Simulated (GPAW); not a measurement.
GPAW run on MnO (Fm-3m, 4 atoms in the cell): self-consistent single point.

Level of theory: PBE, GPAW PAW datasets PBE (gpaw-data 1.0.1) (plane waves; GPAW 25.7.0).

The change in words: lattice scaled by 0.98. Reference geometry:
```xyz
4
Lattice="4.3734 2.1867 2.1867 2.1867 4.3734 2.1867 2.1867 2.1867 4.3734" Properties=species:S:1:pos:R:3 pbc="T T T"
Mn     0.0000     0.0000     0.0000
Mn     4.3734     4.3734     4.3734
O      2.1867     2.1867     2.1867
O      6.5601     6.5601     6.5601
```
Moments meant for the start (each program seeds them in its own way; μB, in the order of the atoms Mn Mn O O): 5.0 -5.0 0.0 0.0.

Reference input (self-consistent single point, DFT PBE, plane waves, GPAW PAW datasets PBE (gpaw-data 1.0.1)): spinpol = true; mode = pw; ecut = 950 eV; xc = PBE; kpts = 7 7 7; mesh shift (steps) = 0 0 0; occupations.name = fermi-dirac; occupations.width = 0.01 eV; nbands = -6; convergence.density = 1e-05 e/electron; convergence.bands = -4; symmetry.symmorphic = false. This run's input differs from it in these lines:

```diff
@@ -5,5 +5,5 @@
 atoms = Atoms(['Mn', 'Mn', 'O', 'O'],
-              cell=[[4.373400, 2.186700, 2.186700],
-                    [2.186700, 4.373400, 2.186700],
-                    [2.186700, 2.186700, 4.373400]],
+              cell=[[4.285932, 2.142966, 2.142966],
+                    [2.142966, 4.285932, 2.142966],
+                    [2.142966, 2.142966, 4.285932]],
               scaled_positions=[[0.000000, 0.000000, 0.000000],
```

Output, abridged:

```
     iter     time        total  log10-change:  magmom
                         energy   eigst   dens
iter:   1 --:--:--   -35.888295   +0.62           -0.0000
iter:   2 --:--:--   -35.521505   -0.39  -1.15    +0.0000
iter:   3 --:--:--   -34.421245   -0.80  -1.21    +0.0000
iter:   4 --:--:--   -34.464246   -1.14  -1.48    +0.0000
iter:   5 --:--:--   -34.449606   -0.91  -1.73    +0.0000
iter:   6 --:--:--   -34.506594   -1.61  -2.03    +0.0000
iter:   7 --:--:--   -34.461546   -2.36  -1.87    +0.0000
iter:   8 --:--:--   -34.339935   -1.39  -2.15    +0.0000
iter:   9 --:--:--   -34.340344   -2.37  -2.84    +0.0000
   [... lines left out ...]
   [... 12 lines left out ...]
iter:  27 --:--:--   -34.343177c  -7.02  -4.26    +0.0000
iter:  28 --:--:--   -34.343175c  -7.09  -4.26    +0.0000
iter:  29 --:--:--   -34.343173c  -6.64  -4.31    +0.0000
iter:  30 --:--:--   -34.343172c  -6.73  -4.58    +0.0000
iter:  31 --:--:--   -34.343172c  -7.93c -4.74    +0.0000
iter:  32 --:--:--   -34.343172c  -6.95  -4.73    +0.0000
iter:  33 --:--:--   -34.343173c  -7.30  -4.75    +0.0000
iter:  34 --:--:--   -34.343172c  -7.51c -4.77    +0.0000
iter:  35 --:--:--   -34.343172c  -8.32c -4.88    +0.0000
iter:  36 --:--:--   -34.343172c  -8.41c -5.13c   +0.0000
Converged after 36 iterations.

Dipole moment: (-0.000000, -0.000000, 0.000000) |e|*Ang

Total magnetic moment: (0.000000, 0.000000, 0.000000)
Local magnetic moments:
   0 Mn ( 0.000000,  0.000000,  4.142181)
   1 Mn ( 0.000000,  0.000000, -4.142181)
   2 O  ( 0.000000,  0.000000,  0.000000)
   3 O  ( 0.000000,  0.000000,  0.000000)

Energy contributions relative to reference atoms: (reference = -67109.880748)

Kinetic:        +63.470276
Potential:      -53.424745
External:        +0.000000
XC:             -44.986884
Entropy (-ST):   -0.000000
Local:           +0.598181
SIC:             +0.000000
--------------------------
Free energy:    -34.343172
Extrapolated:   -34.343172

Spin contamination: 4.400479 electrons
Showing only first 2 kpts
                      Up                     Down
   [... lines left out ...]
Fermi level: 9.73648
Gap: 0.895 eV
Direct gap: 0.931 eV
   [... lines left out ...]
Energy (eV): -34.343172

Forces in eV/Ang:
  0 Mn    0.00000    0.00000    0.00000
  1 Mn    0.00000   -0.00000    0.00000
  2 O    -0.00000   -0.00000   -0.00000
  3 O     0.00000    0.00000    0.00000

Stress tensor:
    -0.141719     0.018392     0.018392
     0.018392    -0.141719     0.018392
     0.018392     0.018392    -0.141719
Stress (GPa, Voigt): [-22.7059 -22.7059 -22.7059   2.9468   2.9468   2.9468]
```

The run converged in 36 iterations. GPAW prints stress with tension positive. Against the reference run the free energy rises by 60.7 meV/atom and the gap on the mesh goes from 0.948 to 0.895 eV.

At such cutoffs GPAW's stress carries a finite-basis (Pulay) error, which enters relaxed cells too; its log prints stress with tension positive.

The starting cell has typed, rounded lattice constants, without a prior relaxation at this level. Its lattice was rescaled by a random factor within 2.5 % of one. For this run, on top of that: lattice scaled by 0.98. The magnetic order is the one reached from the typed start; others were not searched systematically.

Cost on one core of a shared machine: roughly 10 min.
